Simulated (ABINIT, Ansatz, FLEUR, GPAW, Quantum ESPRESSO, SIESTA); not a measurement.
**One structure in several programs: Mg₆AlSi (Amm2, 8 atoms in the cell)**

Self-consistent single point, at a second geometry (lattice scaled by 0.98). First geometry:

```yaml
crystal:
  lattice:
    - [5.15318, 0.00000, 0.00000]
    - [0.00000, 3.03442, 5.28658]
    - [0.00000, -3.03442, 5.28658]
  atoms:
    - { symbol: Mg, position: [0.00000, 0.34044, 0.83104] }
    - { symbol: Mg, position: [0.00000, 0.83104, 0.34044] }
    - { symbol: Mg, position: [0.00000, 0.33250, 0.33250] }
    - { symbol: Mg, position: [0.50000, 0.16202, 0.66768] }
    - { symbol: Mg, position: [0.50000, 0.66768, 0.16202] }
    - { symbol: Mg, position: [0.50000, 0.16730, 0.16730] }
    - { symbol: Al, position: [0.00000, 0.83076, 0.83076] }
    - { symbol: Si, position: [0.50000, 0.66825, 0.66825] }
```

Shared settings, as Ansatz (a quantum-chemistry and plane-wave program) writes them: kpoints.mp_grid.grid = 3 3 3; scf.occupations.method = fermi_dirac; scf.occupations.width = 0.1 eV. Potentials and cutoffs stand in the table.

```json
[
 {"code": "ABINIT", "model": "PBEsol, norm-conserving pseudopotentials (PseudoDojo nc-sr-04 PBEsol standard)", "ΔF from the first geometry (meV/atom)": "-1.3", "pressure (GPa)": "1.34", "largest force (eV/Å)": "0.135", "cutoff": "84 Ry"},
 {"code": "FLEUR", "model": "PBEsol, all-electron FLAPW (FLEUR), scalar-relativistic valence", "ΔF from the first geometry (meV/atom)": "-1.5", "pressure (GPa)": "–", "largest force (eV/Å)": "0.141", "cutoff": "Kmax 3.8 1/bohr"},
 {"code": "SIESTA", "model": "GGA PBEsol, numerical atomic orbitals DZP, PseudoDojo PBEsol standard norm-conserving potentials (rewritten from UPF to PSML)", "ΔF from the first geometry (meV/atom)": "15.2", "pressure (GPa)": "4.21", "largest force (eV/Å)": "0.111", "cutoff": "grid 300 Ry"},
 {"code": "Quantum ESPRESSO", "model": "PBEsol, GBRV 1.5 ultrasoft (PBESOL) pseudopotentials", "ΔF from the first geometry (meV/atom)": "-1.7", "pressure (GPa)": "1.30", "largest force (eV/Å)": "0.142", "cutoff": "40 Ry"},
 {"code": "Ansatz", "model": "PBEsol, PAW files made with PBE", "ΔF from the first geometry (meV/atom)": "-1.7", "pressure (GPa)": "1.30", "largest force (eV/Å)": "0.139", "cutoff": "420 eV"},
 {"code": "GPAW", "model": "PBEsol, GPAW PAW datasets PBEsol (made by gpaw-setup)", "ΔF from the first geometry (meV/atom)": "-1.5", "pressure (GPa)": "1.33", "largest force (eV/Å)": "0.142", "cutoff": "850 eV"}
]
```

Size of the force on each atom (eV/Å): Sizes of forces hide their directions.

```tsv
code	Mg1	Mg2	Mg3	Mg4	Mg5	Mg6	Al7	Si8
ABINIT	0.068	0.068	0.054	0.012	0.012	0.036	0.135	0.048
FLEUR	0.067	0.067	0.052	0.010	0.010	0.034	0.141	0.052
SIESTA	0.083	0.083	0.109	0.089	0.089	0.111	0.108	0.096
Quantum ESPRESSO	0.066	0.066	0.051	0.009	0.009	0.033	0.142	0.052
Ansatz	0.066	0.066	0.052	0.009	0.009	0.033	0.139	0.051
GPAW	0.068	0.068	0.052	0.010	0.010	0.033	0.142	0.053
```

A dash marks a value that a program does not give, or that is left out as unsure.

The spread over the programs that give each value: ΔF from the first geometry within 16.9 meV/atom; pressure within 2.91 GPa; largest force within 0.031 eV/Å.

SIESTA uses small atom-centred bases, whose incompleteness enters pressures, forces and empty levels differently from a plane-wave cutoff. FLEUR treats all electrons, but the usual bases taken here (sphere radii, linearisation, local orbitals, empty states) were not tested for convergence, so the values are no reference for the others. Ansatz's pressure is given at a fixed set of plane waves, as the other plane-wave codes print theirs. In the pressure, SIESTA (by 2.90) lies more than 1 GPa from the median of the plane-wave programs. In the force vectors, SIESTA (by 0.086) lies more than 0.08 eV/Å from the median of the plane-wave programs.

The shared mesh is coarse (it stands for a supercell whose shortest vector is 15 Å), so the values are not converged in it.

The starting cell comes from a database of computed structures (which also holds hypothetical and non-ambient phases and stackings), without a prior relaxation at this level. For this run, on top of that: lattice scaled by 0.98.

Left out of this page: CP2K (unsound by tests on forces, stress, charge or solver warnings).

Keys are those of Ansatz 0.2.
